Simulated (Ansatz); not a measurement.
Given:

```
BaTe
1.0
    5.03101     0.00000     0.00000
    0.00000     5.03101     0.00000
    2.51551    -2.51551     3.45073
Ba Te
1 1
Direct
  0.00000   0.00000   0.00000
  0.50000   0.50000   0.00000
```

No spin polarisation.

The values are results of Kohn–Sham DFT with the PBEsol functional, run in Ansatz (a quantum-chemistry and plane-wave program) with PAW and 420 eV plane waves, no spin-orbit coupling, not measurements. Settings: 8×8×8 k-points, 0.05 eV Fermi–Dirac smearing.

Task: Predict the valence-band top at Γ, band gap and smallest direct gap.

Result: Valence-band top at Γ (three highest levels, from the VBM): 0.00, -0.07, -0.07 eV
Band gap: 1.50 eV
Smallest direct gap: 1.86 eV

Spin-orbit coupling, missing from the scalar runs, can matter with Te. The cells carry an imposed strain or load. Whether these cells are dynamically stable was not tested. The cell was made from BaTe in the rock salt structure (space group Fm-3m, No. 225) by this change: biaxial strain +2.50 %, plane normal [001], relaxed out of plane.
